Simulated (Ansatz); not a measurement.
A working Ansatz (a first-principles code) input for K2LiAlF6 (Fm-3m, 10 atoms in the cell) (DFT, LDA (PW92), plane waves, default PAW files made with PBE):

Ansatz 0.2 input:
```yaml
crystal:
  lattice:
    - [0.00000000, 3.84493300, 3.84493300]
    - [3.84493300, 0.00000000, 3.84493300]
    - [3.84493300, 3.84493300, 0.00000000]
  atoms:
    - { symbol: K, position: [0.25000000, 0.25000000, 0.25000000] }
    - { symbol: K, position: [0.75000000, 0.75000000, 0.75000000] }
    - { symbol: Li, position: [0.50000000, 0.50000000, 0.50000000] }
    - { symbol: Al, position: [0.00000000, 0.00000000, 0.00000000] }
    - { symbol: F, position: [0.76890000, 0.23110000, 0.23110000] }
    - { symbol: F, position: [0.23110000, 0.76890000, 0.23110000] }
    - { symbol: F, position: [0.23110000, 0.76890000, 0.76890000] }
    - { symbol: F, position: [0.76890000, 0.23110000, 0.76890000] }
    - { symbol: F, position: [0.23110000, 0.23110000, 0.76890000] }
    - { symbol: F, position: [0.76890000, 0.76890000, 0.23110000] }
basis:
  ecutwfc: 420.0 eV
kpoints:
  mp_grid:
    grid: [4, 4, 4]
hamiltonian:
  xc: lda
  pseudopotentials:
    kind: paw
scf:
  occupations:
    method: methfessel_paxton
    width: 0.272 eV
output:
  forces: true
  eigenvalues: true
  stress: true
```

The run converged in 6 iterations: free energy E − TS (on the zero of these files) -8485.8817 eV; top of the valence band (on the code's own zero) 2.49 eV; gap on the k-point mesh 8.02 eV; pressure 0.97 GPa; largest force (vector length) 0.646 eV/Å. Each of these slips is then made, one at a time:

(1)
```diff
+    - { symbol: F, position: [0.22330800, 0.76868300, 0.77908000] }
```

(2)
```diff
-    - { symbol: K, position: [0.25000000, 0.25000000, 0.25000000] }
+    - { element: K, position: [0.25000000, 0.25000000, 0.25000000] }
```

Q: How does each altered input end?

A: 
(1) One atom entered twice. The run converged in 22 iterations without an error; against the sound input the pressure goes from 0.97 to 6669 GPa, the largest force goes from 0.646 to 282200 eV/Å and no clean gap remains on the mesh (levels overlap or are partly filled), against 8.02 eV before.

(2) A keyword that the program does not know. The program stopped before any SCF iteration.
```
Error: YAML parse error: error: line 7 column 9: unknown field `element`, expected one of symbol, position, position_ang, spin, spin_axis, wyckoff
 --> <input>:7:9
  |
5 |     - [3.84493300, 3.84493300, 0.00000000]
6 |   atoms:
7 |     - { element: K, position: [0.25000000, 0.25000000, 0.25000000] }
  |         ^ unknown field `element`, expected o [...]
```

The starting cell comes from a database of published, mostly measured structures (it also holds non-ambient and calculated ones), without a prior relaxation at this level. Its lattice was rescaled by a random factor within 2.5 % of one. Ansatz's pressure includes its estimate of the finite-basis (Pulay) stress.

Left out of this page: 1 run of the series stopped by limits of time or memory; 3 runs of the series outside the window shown, repeating another row's setting, or not comparable.
